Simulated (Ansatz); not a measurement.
Take ZnS in the zinc blende structure (space group F-43m, No. 216; a = 5.357 Å) as the base.

Calculations: DFT with PBEsol, PAW potentials and a 420 eV plane-wave cutoff in Ansatz (an electronic-structure program), scalar-relativistic without spin-orbit coupling.

Before the change:

```
Quantity                         Value
-----------------------------  -------
Band gap                       2.09 eV
Width of the top valence band  2.86 eV
```

Modification: the cell is scaled by 0.9800 in all directions, atoms relaxed at fixed cell.

Task: Estimate the effect on the band gap and width of the top valence band.

Result: The band gap goes up by 0.26 eV (2.09 eV → 2.35 eV); the width of the top valence band increases by 0.25 eV (2.86 eV → 3.11 eV).

The cells carry an imposed strain or load. Stability against distortions was not tested.
